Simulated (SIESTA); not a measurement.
**SIESTA run on a sheet of PtSe2 (3 atoms in the cell): self-consistent single point**

Method of the run: SIESTA 5.4.2 with GGA PBE, numerical atomic orbitals TZP, PseudoDojo PBE standard norm-conserving potentials (rewritten from UPF to PSML).

This input was run:

```
# files in the folder: Pt.psml Se.psml (PseudoDojo PBE standard)
SystemName  PtSe2
SystemLabel PtSe2

NumberOfAtoms                3
NumberOfSpecies              2
%block ChemicalSpeciesLabel
  1 78 Pt
  2 34 Se
%endblock ChemicalSpeciesLabel
LatticeConstant              1.0 Bohr
%block LatticeVectors
     6.817916429    0.000000000    0.000000000
    -3.408958214    5.904488961    0.000000000
     0.000000000    0.000000000   32.091400858
%endblock LatticeVectors
AtomicCoordinatesFormat      Ang
%block AtomicCoordinatesAndAtomicSpecies
     0.000000000    0.000000000    8.491019000  1
    -0.000001804    2.083015042    9.982041936  2
     1.803944804    1.041505958    6.999996064  2
%endblock AtomicCoordinatesAndAtomicSpecies

XC.functional                GGA
XC.authors                   PBE
PAO.BasisSize                TZP
PAO.EnergyShift              0.01 Ry
MeshCutoff                   300 Ry
%block kgrid.MonkhorstPack
    7   0   0  0.0
    0   7   0  0.0
    0   0   1  0.0
%endblock kgrid.MonkhorstPack
OccupationFunction           MP
OccupationMPOrder            0
ElectronicTemperature        0.1 eV

MaxSCFIterations             150
SCF.Mixer.Method             Pulay
SCF.Mixer.Weight             0.2
SCF.Mixer.History            6
SCF.DM.Tolerance             1.0E-05
Diag.ParallelOverK           true
WriteForces                  true
```

The program printed (abridged):

```
reinit: Reading from file input.fdf

reinit: System Name: PtSe2
reinit: System Label: PtSe2

coor:   Atomic-coordinates input format  =     Cartesian coordinates
coor:                                          (in Angstroms)

siesta: Atomic coordinates (Bohr) and species
siesta:      0.00000   0.00000  16.04570  1        1
siesta:     -0.00000   3.93633  18.86333  2        2
siesta:      3.40896   1.96816  13.22808  2        3

siesta: System type = slab

initatomlists: Number of atoms, orbitals, and projectors:      3    69    68

siesta: ******************** Simulation parameters ****************************
redata: Spin configuration                          = none
redata: Time-Reversal Symmetry                      = T
redata: Number of Atomic Species                    =        2
redata: Mesh Cutoff                                 =   300.0000 Ry
redata: Net charge of the system                    =     0.0000 |e|
redata: Min. number of SCF Iter                     =        0
redata: Max. number of SCF Iter                     =      150
redata: SCF convergence failure will abort job
redata: SCF mix quantity                            = Hamiltonian
redata: Mix DM or H after convergence               =   F
redata: Recompute H after scf cycle                 =   F
redata: Mix DM in first SCF step                    =   T
redata: No kicks to SCF
redata: DM Mixing Weight for Kicks                  =     0.5000
redata: Require Harris convergence for SCF          =   F
redata: Harris energy tolerance for SCF             =     0.000100 eV
redata: Require DM convergence for SCF              =   T
redata: DM tolerance for SCF                        =     0.000010
redata: Require EDM convergence for SCF             =   F
redata: EDM tolerance for SCF                       =     0.001000 eV
redata: Require H convergence for SCF               =   T
redata: Hamiltonian tolerance for SCF               =     0.001000 eV
redata: Require (free) Energy convergence for SCF   =   F
redata: (free) Energy tolerance for SCF             =     0.000100 eV
redata: Using DFT-D3 dispersion                     =   F
redata: Using Saved Data (generic)                  =   F
redata: Method of Calculation                       = Diagonalization
redata: Electronic Temperature                      =  1160.4518 K
redata: Number of TDED substeps                     =        3
redata: Dynamics option                             = Single-point calculation
redata: Save all siesta data in one NC              =   F
redata: ***********************************************************************

%block SCF.Mixers
  Pulay
%endblock SCF.Mixers

%block SCF.Mixer.Pulay
  # Mixing method
  method pulay
  variant stable

  # Mixing options
  weight 0.2000
  weight.linear 0.2000
  history 6
%endblock SCF.Mixer.Pulay

DM_history_depth set to one: no extrapolation allowed by default for geometry relaxation
Size of DM history Fstack: 1
Total number of electrons:    50.000000
Total ionic charge:    50.000000

* ProcessorY, Blocksize:    1  64

* Orbital distribution balance (max,min):    69    69

 Kpoints in:           28 . Kpoints trimmed:           25

siesta: k-grid: Number of k-points = 25
siesta: k-points from Monkhorst-Pack grid
siesta: k-cutoff (effective) =     8.491 Ang
siesta: k-point supercell and displacements
siesta: k-grid:     7     0     0      0.000
siesta: k-grid:     0     7     0      0.000
siesta: k-grid:     0     0     1      0.000

diag: Algorithm                                     = D&C
diag: Parallel over k                               =   F
diag: Use parallel 2D distribution                  =   F
diag: Parallel block-size                           = 64
diag: Parallel distribution                         =     1 x     1
diag: Used triangular part                          = Lower
diag: Absolute tolerance                            =  0.100E-15
diag: Orthogonalization factor                      =  0.100E-05
diag: Memory factor                                 =  1.0000

superc: Internal auxiliary supercell:     5 x     5 x     1  =      25
superc: Number of atoms, orbitals, and projectors:     75   1725   1700

                        Single-point calculation

superc: Internal auxiliary supercell:     5 x     5 x     1  =      25
superc: Number of atoms, orbitals, and projectors:     75   1725   1700

outcell: Unit cell vectors (Ang):
        3.607886    0.000000    0.000000
       -1.803943    3.124521    0.000000
        0.000000    0.000000   16.982038

outcell: Cell vector modules (Ang)   :    3.607886    3.607886   16.982038
outcell: Cell angles (23,13,12) (deg):     90.0000     90.0000    120.0000
outcell: Cell volume (Ang**3)        :    191.4371
new_DM -- step:     1
Initializing Density Matrix...

Attempting to read DM from file... Failed...
DM filled with atomic data:

InitMesh: MESH = 36 x 36 x 180 = 233280
InitMesh: Mesh cutoff (required, used) =   300.000   310.504 Ry

stepf: Methfessel-Paxton step function
       Using Hermite-Gauss polynomials of order  0

        iscf     Eharris(eV)        E_KS(eV)     FreeEng(eV)     dDmax    Ef(eV) dHmax(eV)
   scf:    1   -10084.595311   -10127.551986   -10127.551986  2.099640 -1.244775 33.827718
   scf:    2   -10150.153248   -10147.801445   -10147.801445  0.483070 -3.836982  1.815831
   scf:    3   -10148.119115   -10147.984970   -10147.984970  0.154081 -3.672225  1.000442
   scf:    4   -10148.163837   -10148.092511   -10148.092511  0.211581 -3.729243  0.448839
   scf:    5   -10148.100948   -10148.097506   -10148.097506  0.021349 -3.873256  0.039864
   scf:    6   -10148.097505   -10148.097506   -10148.097506  0.000023 -3.873443  0.040141
   scf:    7   -10148.097572   -10148.097542   -10148.097542  0.003875 -3.849353  0.002767
   scf:    8   -10148.097543   -10148.097542   -10148.097542  0.000287 -3.850519  0.000650
   scf:    9   -10148.097542   -10148.097542   -10148.097542  0.000024 -3.850381  0.000258
   scf:   10   -10148.097542   -10148.097542   -10148.097542  0.000018 -3.850301  0.000178
   scf:   11   -10148.097542   -10148.097542   -10148.097542  0.000012 -3.850370  0.000037
   scf:   12   -10148.097542   -10148.097542   -10148.097542  0.000005 -3.850385  0.000020

SCF Convergence by DM+H criterion
max |DM_out - DM_in|         :     0.0000049761
max |H_out - H_in|      (eV) :     0.0000200326
SCF cycle converged after 12 iterations

Using DM_out to compute the final energy and forces

siesta: E_KS(eV) =           -10148.0975

siesta: E_KS - E_eggbox =    -10148.0975

siesta: Atomic forces (eV/Ang):
     1   -0.000000   -0.000000   -0.000000
     2   -0.000152    0.000088   -0.585632
     3    0.000152   -0.000088    0.585632
   Tot   -0.000000   -0.000000    0.000000
   Max    0.585632
   Res    0.276070    sqrt( Sum f_i^2 / 3N )
   Max    0.585632    constrained

Stress tensor Voigt[x,y,z,yz,xz,xy] (kbar):      -10.52      -10.27       14.25       -0.00        0.00        0.22
(Free)E + p*V (eV/cell)   -10147.8369
Target enthalpy (eV/cell)   -10148.0975

siesta: Program's energy decomposition (eV):
siesta: Ebs     =     -1789.643733
siesta: Eions   =     11818.878048
siesta: Ena     =       968.952441
siesta: Ekin    =      5290.379907
siesta: Enl     =     -2680.008048
siesta: Eso     =         0.000000
siesta: Edftu   =         0.000000
siesta: DEna    =        53.480139
siesta: DUscf   =         1.984200
siesta: DUext   =         0.000000
siesta: Ex      =     -1857.105743
siesta: Ec      =      -106.902391
siesta: Exc     =     -1964.008133
siesta: Eharris =    -10148.097542
siesta: Etot    =    -10148.097542
siesta: FreeEng =    -10148.097542

siesta: Atomic forces (eV/Ang):
siesta:      1   -0.000000   -0.000000   -0.000000
siesta:      2   -0.000152    0.000088   -0.585632
siesta:      3    0.000152   -0.000088    0.585632
siesta: ----------------------------------------
siesta:    Tot   -0.000000   -0.000000    0.000000

siesta: Stress tensor (static) (eV/Ang**3):
siesta:    -0.006569    0.000140    0.000002
siesta:     0.000140   -0.006407   -0.000001
siesta:     0.000002   -0.000001    0.008891

siesta: Cell volume =        191.437081 Ang**3

siesta: Pressure (static):
siesta:                Solid            Molecule  Units
siesta:           0.00001483          0.00004794  Ry/Bohr**3
siesta:           0.00136139          0.00440158  eV/Ang**3
siesta:           2.18118460          7.05210494  kBar

siesta: Electric dipole (a.u.)  =   -0.000000   -0.000000   -0.000000
siesta: Electric dipole (Debye) =   -0.000000   -0.000000   -0.000000
```

The run converged in 12 iterations.

The starting cell was generated: these elements placed on a structure prototype, without a prior relaxation; it need not be a known phase or ordering of this composition. Its lattice was rescaled in the plane by a random factor within 2.5 % of one. Values carry the incompleteness of an atom-centred basis.
